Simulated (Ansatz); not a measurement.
Results of BLYP in Ansatz (plane waves, PAW) for fluorite PbF2 (high-temperature phase).

The run printed, among other lines:

```
Crystal: 3 atoms, lattice volume = 55.721 Å³
Basis set: ecut = 520 eV, 1459 PW (Γ), exchange–correlation on 64×64×64 points (8 copies of the dense FFT grid, shifted against one another)
Bands: 18, of which v1, the nominal top of the filled ones, is band 14 counted from 1 (13 counted from 0)
Symmetry: 48 space group operations
Space group: Fm-3m (ITA 225), of the structure as read, at distance tolerance 3.8e-5 Å
k-points: 47 of 1000
Functional: x = b88, c = lyp
SCF iter   1: F=—  HF=-13558.182256 eV  |F-HF|=—  |Δ(HF+E_count)|=         —  Δρ=1.16e-2  dr2=3.74e-2
SCF iter   2: F=—  HF=-13558.176150 eV  |F-HF|=—  |Δ(HF+E_count)|=   6.11e-3  Δρ=6.73e-3  dr2=1.94e-2
  ...
SCF iter   6: F=—  HF=-13558.171208 eV  |F-HF|=—  |Δ(HF+E_count)|=   1.67e-6  Δρ=5.77e-6  dr2=7.40e-9
SCF iter   7: F=-13558.171208 eV  HF=-13558.171208 eV  |F-HF|=1.27e-11  |Δ(HF+E_count)|=   1.42e-9  Δρ=6.89e-7  dr2=5.64e-11
SCF 1 converged in 7 iterations: F = -13558.171208 eV  dr2 = 5.64e-11
SCF converged after 7 iterations
Free energy (F): -13558.171208 eV
Internal energy: -13558.171208 eV  (E = F + TS)
E sigma→0 (E₀):  -13558.171208 eV
Fermi energy:    6.462269 eV
--- Forces (eV/Å), atoms counted from 1 ---
  atom   1  Pb    -0.00000000     0.00000000    -0.00000000
  atom   2  F     -0.00000000    -0.00000000    -0.00000000
  atom   3  F      0.00000000     0.00000000     0.00000000
--- Stress (GPa, compression-positive) ---
       -0.000124       0.000000      -0.000000
        0.000000      -0.000124      -0.000000
        0.000000      -0.000000      -0.000124
  P = ⅓ Tr σ = -0.0001 GPa (-0.001 kbar)
```

Problem. Write an input file that could have produced this run (the log leaves some choices open).

Solution. This is not unique; one that fits is 
Ansatz 0.2 input:
```yaml
crystal:
  lattice:
    - [0.0, 3.0315323382, 3.0315323382]
    - [3.0315323382, 0.0, 3.0315323382]
    - [3.0315323382, 3.0315323382, 0.0]
  atoms:
    - { symbol: Pb, position: [0.0, 0.0, 0.0] }
    - { symbol: F, position: [0.25, 0.25, 0.25] }
    - { symbol: F, position: [0.75, 0.75, 0.75] }
basis:
  ecutwfc: 520
  ecutrho_ratio: 4
  xc_grid: 2
kpoints:
  mp_grid: { grid: [10, 10, 10] }
  band_path:
    path:
      - [0.0, 0.0, 0.0]
      - [0.05, 0.0, 0.05]
      - [0.1, 0.0, 0.1]
      - [0.15, 0.0, 0.15]
      - [0.2, 0.0, 0.2]
      - [0.25, 0.0, 0.25]
      - [0.3, 0.0, 0.3]
      - [0.35, 0.0, 0.35]
      - [0.4, 0.0, 0.4]
      - [0.45, 0.0, 0.45]
      - [0.5, 0.0, 0.5]
      - [0.541667, 0.083333, 0.541667]
      - [0.583333, 0.166667, 0.583333]
      - [0.625, 0.25, 0.625]
      - [0.375, 0.375, 0.75]
      - [0.340909, 0.340909, 0.681818]
      - [0.306818, 0.306818, 0.613636]
      - [0.272727, 0.272727, 0.545455]
      - [0.238636, 0.238636, 0.477273]
      - [0.204545, 0.204545, 0.409091]
      - [0.170455, 0.170455, 0.340909]
      - [0.136364, 0.136364, 0.272727]
      - [0.102273, 0.102273, 0.204545]
      - [0.068182, 0.068182, 0.136364]
      - [0.034091, 0.034091, 0.068182]
      - [0.0625, 0.0625, 0.0625]
      - [0.125, 0.125, 0.125]
      - [0.1875, 0.1875, 0.1875]
      - [0.25, 0.25, 0.25]
      - [0.3125, 0.3125, 0.3125]
      - [0.375, 0.375, 0.375]
      - [0.4375, 0.4375, 0.4375]
      - [0.5, 0.5, 0.5]
      - [0.5, 0.464286, 0.535714]
      - [0.5, 0.428571, 0.571429]
      - [0.5, 0.392857, 0.607143]
      - [0.5, 0.357143, 0.642857]
      - [0.5, 0.321429, 0.678571]
      - [0.5, 0.285714, 0.714286]
      - [0.5, 0.25, 0.75]
      - [0.5, 0.1875, 0.6875]
      - [0.5, 0.125, 0.625]
      - [0.5, 0.0625, 0.5625]
    npoints: 1
hamiltonian:
  xc: blyp
  dispersion: none
  pseudopotentials: { kind: paw }
scf:
  occupations: { method: fermi_dirac, width: 0.01 }
  convergence: { dr2_threshold: 0.0000000003 }
output:
  forces: true
  stress: true
  eigenvalues: true
  write_bands: true
```

The PAW data were made under PBE.

It cost about 5 core-seconds (a rough figure) of CPU time.

Ansatz is an electronic-structure program.
